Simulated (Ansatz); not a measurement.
Crystal: Cs$_{2}$PdI$_{6}$ (I4/mmm, not sure to be the ambient phase, 9 atoms a cell, 42.6 Å³ an atom); planes in its conventional cell.

Computed with r2SCAN (plane waves, PAW; Ansatz, a quantum-chemistry and plane-wave program).

The gap is the functional's own, uncorrected, and κ follows it; spin-orbit coupling is left out. Mid-gap values are interpolated between the computed energies.

```
plane  area of the cell (Å²)  mid-gap κ (1/Å)  largest κ in the gap (1/Å)
-----  ---------------------  ---------------  --------------------------
(101)                   59.1             0.11                        0.12
(110)                   59.5                ?                           ?
```

The slowest decay depends on the direction. Supply the withheld values.


- (110), mid-gap κ (1/Å): 0.17
- (110), largest κ in the gap (1/Å): 0.18
